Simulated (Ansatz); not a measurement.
Output of an Ansatz run (abridged):

```
WARN ansatz: RAYON_NUM_THREADS=1 ignored (pool sized by the plan → 1); use --threads N
Pseudopotentials: kind: paw
Pseudopotential: Ca, paw, valence charge 10
Pseudopotential: W, paw, valence charge 14
Pseudopotential: F, paw, valence charge 7
Crystal: 8 atoms, lattice volume = 139.783 Å³
Basis set: ecut = 420.4159175005146 eV, 2741 PW (Γ)
Bands: 42, of which v1, the nominal top of the filled ones, is band 33 counted from 1 (32 counted from 0)
Symmetry: 3 space group operations
Space group: R3 (ITA 146), of the structure as read, at distance tolerance 5.2e-5 Å
Magnetic group: BNS 146.10 (UNI 1240), of the structure as read, at distance tolerance 5.2e-5 Å
k-points: 14 of 64 (time reversal used)
PAW frozen core: Ca, regenerated for the run's functional, and the local potential with it
PAW frozen core: W, regenerated for the run's functional, and the local potential with it
PAW frozen core: F, regenerated for the run's functional, and the local potential with it
Initial density: superposition of atomic densities (chi_scale 0.1, normalization cell, long waves kept (reshape's long-wave potential 0.04 eV rms))
Starting moments: Σ|m| = 1 μB on 1 of 8 sites
Initial wavefunctions: pseudopotential atomic-orbital guess
Eigensolver: davidson
Functional: x = slater, c = lda
SCF iter   1: F=—  HF=-16670.911114 eV  |F-HF|=—  |Δ(HF+E_count)|=         —  Δρ=7.99e-2 (↑7.99e-2 ↓5.70e-2)  dr2=5.51e1  dr2_m=3.57e-1  M=0.954 μB ∫|m|=1.359 μB  β_m=0.30  ethr=3.10e-3  ⟨swp⟩=10.9  Hψ=6266  notcnv=0
all-band conjugate gradients solve this SCF's bands
preconditioner: auto → none
SCF iter   2: F=—  HF=-16665.754159 eV  |F-HF|=—  |Δ(HF+E_count)|=    5.16e0  Δρ=2.93e-2 (↑2.93e-2 ↓2.29e-2)  dr2=3.28e0  dr2_m=4.01e-1  M=2.000 μB ∫|m|=2.062 μB  β_m=1.00  ethr=3.10e-3  ⟨swp⟩=3.4  Hψ=2744  notcnv=0  defer=39
SCF iter   3: F=—  HF=-16665.872205 eV  |F-HF|=—  |Δ(HF+E_count)|=   1.18e-1  Δρ=2.01e-2 (↑2.01e-2 ↓1.16e-2)  dr2=1.59e0  dr2_m=8.54e-2  M=2.000 μB ∫|m|=2.126 μB  β_m=1.00  ethr=3.10e-3  ⟨swp⟩=3.0  Hψ=2341  notcnv=0  defer=47
   [... lines left out ...]
SCF iter  11: F=—  HF=-16666.897065 eV  |F-HF|=—  |Δ(HF+E_count)|=   7.32e-6  Δρ=2.76e-5 (↑2.76e-5 ↓2.56e-5)  dr2=2.32e-6  dr2_m=1.02e-7  M=2.000 μB ∫|m|=2.060 μB  β_m=0.78  ethr=2.97e-9  ⟨swp⟩=2.0  Hψ=2042  notcnv=0  defer=46
SCF iter  12: F=—  HF=-16666.897066 eV  |F-HF|=—  |Δ(HF+E_count)|=   5.70e-7  Δρ=2.46e-5 (↑2.46e-5 ↓2.35e-5)  dr2=2.06e-6  dr2_m=3.38e-8  M=2.000 μB ∫|m|=2.060 μB  β_m=0.66  ethr=2.97e-9  ⟨swp⟩=2.0  Hψ=1914  notcnv=0  defer=46
SCF iter  13: F=—  HF=-16666.897066 eV  |F-HF|=—  |Δ(HF+E_count)|=   2.92e-7  Δρ=9.50e-6 (↑9.50e-6 ↓8.47e-6)  dr2=2.68e-7  dr2_m=1.21e-8  M=2.000 μB ∫|m|=2.060 μB  β_m=0.78  ethr=2.97e-9  ⟨swp⟩=2.1  Hψ=1582  notcnv=0  defer=46
SCF iter  14: F=-16666.897066 eV  HF=-16666.897066 eV  |F-HF|=1.10e-8  |Δ(HF+E_count)|=   2.68e-8  Δρ=2.59e-6 (↑2.59e-6 ↓2.27e-6)  dr2=2.00e-8  dr2_m=1.89e-9  M=2.000 μB ∫|m|=2.060 μB  ethr=1.52e-10  ⟨swp⟩=12.2  Hψ=5081  notcnv=0
SCF 1 converged in 14 iterations: F = -16666.897066 eV  dr2 = 2.00e-8
Crystal: 8 atoms, lattice volume = 139.783 Å³
Symmetry: 1 space group operations
k-points: 36 of 64 (time reversal used)
Initial density: read from a saved state, or passed on in memory by an earlier SCF of this step, an earlier step, the calling program or the single point that …
Starting moments: Σ|m| = 1 μB on 1 of 8 sites; this step starts from the density that it was given
Initial wavefunctions: those read from a saved state, or passed on in memory by an earlier step or the calling program
iter 1 solved again at ethr=3.02e-11 eV; its pass at ethr=1.52e-6 eV (dr2=1.99e-8 eV) is discarded
SCF iter   1: F=—  HF=-16666.897066 eV  |F-HF|=—  |Δ(HF+E_count)|=         —  Δρ=2.58e-6 (↑2.58e-6 ↓2.27e-6)  dr2=1.99e-8  dr2_m=1.89e-9  M=2.000 μB ∫|m|=2.060 μB  ethr=3.02e-11  ⟨swp⟩=1.0  Hψ=13938  notcnv=0
preconditioner: auto → Resta (q_TF=auto, 2.408 Å⁻¹)
spin=Collinear: Resta preconditioning applied to the charge; magnetization (m = ρ↑ − ρ↓) channel mixes plain (no charge-response kernel on spin).
SCF iter   2: F=—  HF=-16666.897064 eV  |F-HF|=—  |Δ(HF+E_count)|=   1.21e-6  Δρ=1.76e-5 (↑1.76e-5 ↓1.16e-5)  dr2=4.07e-7  dr2_m=1.10e-7  M=2.000 μB ∫|m|=2.060 μB  ethr=1.52e-6  ⟨swp⟩=1.0  Hψ=8581  notcnv=0
SCF iter   3: F=-16666.897065 eV  HF=-16666.897065 eV  |F-HF|=9.32e-9  |Δ(HF+E_count)|=   1.04e-6  Δρ=2.72e-6 (↑2.61e-6 ↓2.72e-6)  dr2=2.09e-8  dr2_m=2.61e-9  M=2.000 μB ∫|m|=2.060 μB  ethr=1.52e-10  ⟨swp⟩=1.9  Hψ=8159  notcnv=0
an SCF along what the orbitals of the run's state read of its open shells (or to have them read …
SCF converged after 14 iterations
Magnetization: 2.0000 μB (34.0000 up, 32.0000 down)
Absolute magnetization: 2.0663 μB (∫|ρ↑−ρ↓|, with the PAW one-centre terms)
   [... lines left out ...]
Free energy (F): -16666.897066 eV
Fermi energy:    3.811965 eV
   [... lines left out ...]
       -4.397275      -0.000001       0.000000
        0.000001      -4.397275       0.000000
        0.000000       0.000000      -4.257589
  P = ⅓ Tr σ = -4.3507 GPa (-43.507 kbar)
  The stress holds the Pulay correction. Without it, at fixed plane waves, as pw.x and ABINIT print it: P = -5.0519 GPa
--- Band table (eV; the first three rows and the last of 28) ---
  k-point 0 ↑: bands = ["-72.8132", "-37.4182", "-36.9491", "-36.9491", "-35.6906", "-20.1731", "-19.8294", "-19.8294", "-19.7552", "-19.6476", "-19.6476", "-16.7220", "-16.7220", "-16.7151", "-4.0264", "-4.0264", "-3.8762", "-3.6222", "-3.6222", [...]
  k-point 1 ↑: bands = ["-72.8132", "-37.4182", "-36.9493", "-36.9491", "-35.6904", "-20.2349", "-19.9129", "-19.9063", "-19.6419", "-19.5776", "-19.5568", "-16.7538", "-16.7408", "-16.7336", "-3.9768", "-3.8818", "-3.7210", "-3.5399", "-3.5146", [...]
  k-point 2 ↑: bands = ["-72.8132", "-37.4182", "-36.9494", "-36.9491", "-35.6902", "-20.2831", "-19.9598", "-19.9541", "-19.5600", "-19.5264", "-19.4938", "-16.7869", "-16.7598", "-16.7519", "-3.9356", "-3.7214", "-3.5061", "-3.4297", "-3.3623", [...]
  k-point 13 ↓: bands = ["-72.0345", "-36.7213", "-35.8429", "-35.8429", "-35.6869", "-20.2273", "-19.8887", "-19.8887", "-19.5402", "-19.4344", "-19.4344", "-16.7687", "-16.7516", "-16.7516", "-3.3599", "-3.2473", "-3.2473", "-2.4043", "-2.2559", [...]
Occupation matrices written to occupation_matrices
```

The structure:

```xyz
8
Lattice="2.8373 1.6381 5.0126 -2.8373 1.6381 5.0126 0.0000 -3.2762 5.0126" Properties=species:S:1:pos:R:3 pbc="T T T"
Ca     0.0000     0.0000     7.5688
W      0.0000     0.0000     0.0000
F     -1.2752     1.3316     6.2026
F      1.2752    -1.3316     8.8351
F     -0.5156    -1.7701     6.2026
F      0.5156     1.7701     8.8351
F      1.7908     0.4385     6.2026
F     -1.7908    -0.4385     8.8351
```
Moments meant for the start (each program seeds them in its own way; μB, in the order of the atoms Ca W F F F F F F): 0.0 1.0 0.0 0.0 0.0 0.0 0.0 0.0.

Problem. What input produced this log?

Solution. Other spellings and defaults could give the same log, and not every line can be read from it. The input that was run (DFT, LDA (PW92)+U, plane waves, default PAW files made with PBE):

Ansatz 0.2 input:
```yaml
# CaWF6
crystal:
  lattice:
    - [2.83728100, 1.63810500, 5.01256100]
    - [-2.83728100, 1.63810500, 5.01256100]
    - [0.00000000, -3.27621000, 5.01256100]
  atoms:
    - { symbol: Ca, position_ang: [0.00000000, 0.00000000, 7.56884180] }
    - { symbol: W, position_ang: [0.00000000, 0.00000000, 0.00000000], spin: 1.0 }
    - { symbol: F, position_ang: [-1.27515069, 1.33159426, 6.20262819] }
    - { symbol: F, position_ang: [1.27515069, -1.33159426, 8.83505481] }
    - { symbol: F, position_ang: [-0.51561908, -1.77011005, 6.20262819] }
    - { symbol: F, position_ang: [0.51561908, 1.77011005, 8.83505481] }
    - { symbol: F, position_ang: [1.79076976, 0.43851579, 6.20262819] }
    - { symbol: F, position_ang: [-1.79076976, -0.43851579, 8.83505481] }
basis:
  ecutwfc: 30.9 Ry
kpoints:
  mp_grid: { grid: [4, 4, 4] }
hamiltonian:
  xc: lda
  pseudopotentials: { kind: paw }
  hubbard:
    sites:
      - { species: W, l: d, u_eff: 6.2 }
    projectors: ortho-atomic
magnetization:
  spin_polarized: true
scf:
  occupations: { method: fermi_dirac, width: 0.0015 Ry }
output:
  forces: true
  eigenvalues: true
  stress: true
```

The starting cell comes from a database of computed structures (which also holds hypothetical and non-ambient phases and stackings), without a prior relaxation at this level. Its lattice was rescaled by up to half a per cent. One atom was moved a little off its site on purpose. Spin-orbit coupling is off. With one magnetic atom in the cell only a parallel order is possible. With U or open f shells several self-consistent states can exist. With a pressure of about -4 GPa the cell is away from its equilibrium volume at this level. Ansatz's pressure includes its estimate of the finite-basis (Pulay) stress. Without the estimate this run gives -5.05 GPa.

Ansatz is a program for electronic structure.
